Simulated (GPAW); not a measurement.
GPAW is run on NiSb (P6_3/mmc, 4 atoms in the cell), and the run fails. The aim is a self-consistent single point with DFT PBE, plane waves, GPAW PAW datasets PBE (gpaw-data 1.0.1).

Cell that was meant: a = 3.9654 Å, b = 3.9654 Å, c = 5.1627 Å, α = 90.00°, β = 90.00°, γ = 120.00°.

Part of the input:

```python
            nbands=-12,
            convergence={'density': 1e-05},
            symmetry={'symmorphic': False, 'tolerance': 0.0005},
            maxiter=5)

atoms.calc = calc
```

Output (repeated stretches shortened):

```
     iter     time        total  log10-change:
                         energy   eigst   dens
iter:   1 --:--:--   -27.241842
iter:   2 --:--:--   -25.721551   -0.36  -1.43
iter:   3 --:--:--   -24.599693   -0.94  -1.52
iter:   4 --:--:--   -24.828639   -1.71  -1.68
iter:   5 --:--:--   -24.447818   -1.53  -1.74

Did not converge!

Here are some tips:

1) Make sure the geometry and spin-state is physically sound.
2) Use less aggressive density mixing.
3) Solve the eigenvalue problem more accurately at each scf-step.
4) Use a smoother distribution function for the occupation numbers.
5) Try adding more empty states.
6) Use enough k-points.
7) Don't let your structure optimization algorithm take too large steps.
8) Solve the Poisson equation more accurately.
9) Better initial guess for the wave functions.

See details here:

    https://gpaw.readthedocs.io/documentation/convergence.html
Traceback (most recent call last):
   [... frames left out ...]
gpaw.KohnShamConvergenceError: Did not converge!  See text output for help.
```

### Question
What caused this, and what should be changed?

### Answer
The fault is an iteration limit that is too low. The loop is cut before its threshold is met, so whatever is printed at the end is not self-consistent. To fix it, raise the limit, or leave it to the default. The run ended unconverged after 5 iterations.

An input that runs soundly differs in these lines (not the only fix; some lines may just follow from the change or write a value another way):
```diff
-            maxiter=5)
+            maxiter=150)
```

With that input, the run converged in 24 iterations: free energy E − TS (from the program's reference atoms) -24.4435 eV; Fermi level (on the code's own zero) 9.12 eV; pressure 0.50 GPa (DFT PBE, plane waves, GPAW PAW datasets PBE (gpaw-data 1.0.1)).

On the sound input: the starting cell comes from a database of computed structures (which also holds hypothetical and non-ambient phases and stackings), without a prior relaxation at this level. Its lattice was rescaled by a random factor within 2.5 % of one. Spin polarisation is off.
